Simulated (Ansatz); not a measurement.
**Response to strain in Ga2O3**

Take Ga2O3 in the corundum structure (space group R-3c, No. 167) as the base.

```
Ga2O3
1.0
    2.47497     1.42892     4.43525
   -2.47497     1.42892     4.43525
    0.00000    -2.85785     4.43525
Ga O
4 6
Direct
  0.64424   0.64424   0.64424
  0.14424   0.14424   0.14424
  0.35576   0.35576   0.35576
  0.85576   0.85576   0.85576
  0.75000   0.44721   0.05279
  0.05279   0.75000   0.44721
  0.25000   0.55279   0.94721
  0.55279   0.94721   0.25000
  0.94721   0.25000   0.55279
  0.44721   0.05279   0.75000
```

Strains are applied to the cell and any free atomic positions relax.

Computed with Ansatz (an electronic-structure program) LDA, spin-orbit coupling left out.

Notes on the quantities. energy relative to the base: free energy F; pressure: mean of the normal stresses, compression positive.

| case | band gap | energy relative to the base | shortest interatomic distance | pressure |
|---|---|---|---|---|
| base | 3.04 eV | 0 meV/atom | 1.911 Å | 0.00 GPa |
| isotropic strain +0.75 % | 2.79 eV | +3.5 meV/atom | 1.925 Å | -5.12 GPa |
| isotropic strain +1.50 % | 2.56 eV | +14 meV/atom | 1.940 Å | -9.69 GPa |
| isotropic strain +2.25 % | 2.33 eV | +30 meV/atom | 1.955 Å | -13.78 GPa |
| isotropic strain +3.00 % | 2.10 eV | +51 meV/atom | 1.970 Å | -17.41 GPa |

Stability against distortions was not tested.
